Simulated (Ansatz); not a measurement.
Base system: PbSe in the rock salt structure (space group Fm-3m, No. 225; a = 6.218 Å).

All numbers come from PBE/PAW in Ansatz (a first-principles code), scalar-relativistic without spin-orbit coupling.

One change was made to it. Results:

| quantity | base | after |
|---|---|---|
| hole mass | 0.18 mₑ along k, 0.11 mₑ across (at L) | 0.21 mₑ along k, 0.12 mₑ across (at L) |
| mean gap deformation potential ΔEg/Δln V | – | +2.8 eV |
| gap character | direct at L | direct at L |
| width of the top valence band | 2.92 eV | 2.77 eV |

Q: Which change produced these results?
A) pressure −2 GPa
B) pressure −1 GPa
C) pressure 0.9 GPa
D) pressure 2.1 GPa

A: B, pressure −1 GPa. For comparison, the hole mass in the other runs: pressure −2 GPa gives 0.25 mₑ along k, 0.13 mₑ across (at L); pressure 0.9 GPa gives 0.16 mₑ along k, 0.11 mₑ across (at L); pressure 2.1 GPa gives 0.13 mₑ along k, 0.10 mₑ across (at L).

Spin-orbit coupling, missing from the scalar runs, can matter with Pb. Load acts through the strain it causes; cell and atoms are relaxed under it. Effective masses come from finite differences of ±0.01 Å⁻¹. Along k means along the line from Γ to the band edge. Stability against distortions was not tested.
